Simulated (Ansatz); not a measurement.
For L1₂ (Cu3Au-type) Pt3Ti, rVV10 (PAW; Ansatz, a program for electronic structure) gives:

lattice constant a: 3.983 Å
formation enthalpy: -0.815 eV/atom

What does r²SCAN (Ansatz, PAW) give for the same quantities?


- lattice constant a: 3.921 Å (drops by 1.6 %)
- formation enthalpy: -0.918 eV/atom (moves by -0.103 eV/atom)

For comparison: lattice constant a 3.916 Å (measured, temperature not stated, not corrected to a static lattice; as tabulated in Molecular Dynamics Simulations of PtTi High-Temperature Shape Memory Alloys …).

Changes are worked out from the printed values.

Unless a cell is named, each level is at its own relaxed cell (rVV10 15.79, r²SCAN 15.07 Å³/atom).

Levels without +SOC leave out spin–orbit coupling, which shifts energies and cells of such heavy elements.

The crystal itself was run without spin with r²SCAN; a magnetic state was not tried in these runs.

Ansatz's density-functional and Hartree–Fock values are scalar-relativistic unless marked +SOC, with PAW data made under PBE.
